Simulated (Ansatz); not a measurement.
(CaS)3/(CaSe)5 rock salt (110) superlattice on CaSe, space group Pmmm.

The geometry comes from a PBE relaxation.

```yaml
crystal:
  lattice:
    - [4.21250, 0.00000, 0.00000]
    - [0.00000, 5.95722, 0.00000]
    - [0.00000, 0.00000, 16.45256]
  atoms:
    - { symbol: Ca, position: [0.00000, 0.00000, 0.00090] }
    - { symbol: S, position: [0.00000, 0.50000, 0.99909] }
    - { symbol: Ca, position: [0.50000, 0.50000, 0.11951] }
    - { symbol: S, position: [0.50000, 0.00000, 0.11951] }
    - { symbol: Ca, position: [0.00000, 0.00000, 0.23812] }
    - { symbol: S, position: [0.00000, 0.50000, 0.23994] }
    - { symbol: Ca, position: [0.50000, 0.50000, 0.36148] }
    - { symbol: Se, position: [0.50000, 0.00000, 0.36458] }
    - { symbol: Ca, position: [0.00000, 0.00000, 0.49216] }
    - { symbol: Se, position: [0.00000, 0.50000, 0.49094] }
    - { symbol: Ca, position: [0.50000, 0.50000, 0.61951] }
    - { symbol: Se, position: [0.50000, 0.00000, 0.61951] }
    - { symbol: Ca, position: [0.00000, 0.00000, 0.74686] }
    - { symbol: Se, position: [0.00000, 0.50000, 0.74808] }
    - { symbol: Ca, position: [0.50000, 0.50000, 0.87754] }
    - { symbol: Se, position: [0.50000, 0.00000, 0.87444] }
```

Level of theory: HSE06 (plane waves to 420 eV, PAW; Ansatz, an electronic-structure program). Spin–orbit coupling is left out. Its k-point mesh 4×3×1, Fermi–Dirac width 0.01 eV. HSE06 ran on meshes of its own (4×3×1); its edges and gaps are taken over the mesh and over extra points off it, mostly where PBE has its edges.

**Question.** List the levels next to the gap at (0.500, 0.000, 0.000) of this cell's own (folded) zone, from the top of the valence band (the table ends after a fixed count of bands, which can cut a degenerate set).

**Answer.** 
```json
[
 {"band": "v4", "E − E_v (eV)": "-0.971"},
 {"band": "v3", "E − E_v (eV)": "-0.964"},
 {"band": "v2", "E − E_v (eV)": "-0.960"},
 {"band": "v1", "E − E_v (eV)": "-0.951"},
 {"band": "c1", "E − E_v (eV)": "3.138"},
 {"band": "c2", "E − E_v (eV)": "3.142"},
 {"band": "c3", "E − E_v (eV)": "4.127"},
 {"band": "c4", "E − E_v (eV)": "4.177"}
]
```
